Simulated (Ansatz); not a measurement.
# Worked sum: formation energy of the neutral Sn_Ge in Ge (diamond, Fd-3m)

Subject: the formation energy of the neutral Sn_Ge in Ge (diamond, Fd-3m). Reaction: Sn (white tin) + 53 Ge (diamond) → cell A.

A: a supercell of 54 sites of Ge (diamond, Fd-3m) with Sn on a Ge site (4 Ge at 2.61 Å); spin state with PBE: run without spin.

Setting: static, neutral cells in Ansatz (PAW) whose structures rest at the PBE level. Ansatz (a program for electronic structure) runs with its PAW set soft_1. Other levels take these structures. The lattices are those relaxed with PBE, so at other levels the solids can be strained, which adds to the spread. Larger cells are relaxed from a start prepared with the learned potential CHGNet till forces fall under 0.03 eV/Å, which some starts already meet. A dispersion term (D3(BJ), or D4 for r2SCAN) was computed beside these levels and is taken off wherever the name lacks it. Space groups of crystals are read within 0.01 Å. The runs are scalar-relativistic, without spin-orbit coupling. Mesh and cell size may move defect energies by 0.1 eV or more. Cell A has symmetry F-43m within 0.02 Å and got no random move, so less symmetric positions, which may lie lower, weren't tried.

Total energies of the cells in eV, at zero smearing width. They compare only within one column; the weights balance every element.

```json
[
 {"cell": "A: Ge:Sn_Ge", "atoms": "54", "weight": "+1", "PBE": "-233657.33300", "PBE+D3(BJ)": "-233672.65968"},
 {"cell": "Sn (white tin)", "atoms": "2", "weight": "−1/2", "PBE": "-12048.49725", "PBE+D3(BJ)": "-12049.24138"},
 {"cell": "Ge (diamond)", "atoms": "54", "weight": "−53/54", "PBE": "-231928.31461", "PBE+D3(BJ)": "-231943.49833"}
]
```

PBE: (-233657.33300) − 1/2 × (-12048.49725) − 53/54 × (-231928.31461) = 0.261 eV.

PBE+D3(BJ): (-233672.65968) − 1/2 × (-12049.24138) − 53/54 × (-231943.49833) = 0.209 eV.

What follows from the PBE value: With the reservoirs of the reaction as written, and without entropy terms or charged states, the share of sites that hold the defect in equilibrium is exp(−0.26 eV/k_BT) = 0.049 at 1000 K.
